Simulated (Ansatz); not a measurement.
CaZnF4 (I4₁/a, No. 88, 12 atoms in the cell; start COD 1529060), treated with PBEsol (Ansatz, an electronic-structure program, PAW).

Numerical settings: plane-wave cutoff 520 eV, 10×10×10 k mesh, Fermi–Dirac smearing 0.01 eV, scalar-relativistic PAW data made under PBE.

Cell (relaxed at this level):

```yaml
crystal:
  lattice:
    - [-2.62533, 2.62533, 5.49474]
    - [2.62533, -2.62533, 5.49474]
    - [2.62533, 2.62533, -5.49474]
  atoms:
    - { symbol: Zn, position: [0.75000, 0.25000, 0.50000] }
    - { symbol: Zn, position: [0.00000, 0.00000, 0.00000] }
    - { symbol: Ca, position: [0.25000, 0.75000, 0.50000] }
    - { symbol: Ca, position: [0.50000, 0.50000, 0.00000] }
    - { symbol: F, position: [0.17248, 0.73233, 0.08252] }
    - { symbol: F, position: [0.83996, 0.42248, 0.94015] }
    - { symbol: F, position: [0.64981, 0.08996, 0.91748] }
    - { symbol: F, position: [0.48233, 0.89981, 0.05985] }
    - { symbol: F, position: [0.57752, 0.51767, 0.41748] }
    - { symbol: F, position: [0.91004, 0.82752, 0.55985] }
    - { symbol: F, position: [0.10019, 0.16004, 0.58252] }
    - { symbol: F, position: [0.26767, 0.35019, 0.44015] }
```

Question: Predict the band gap and bulk modulus B0.

Answer: 
* **band gap**: 5.23 eV (on the SCF k mesh)
* **bulk modulus B0**: 73.6 GPa

Note: the relaxation could not lower the start's symmetry, so the cell can be a saddle point above a distorted one; the bulk modulus is −V dP/dV from two relaxed cells at ±2 % in volume.

The computed numbers hold no vibrational or temperature effects.

Cost on a shared machine: roughly 13 core-minutes.
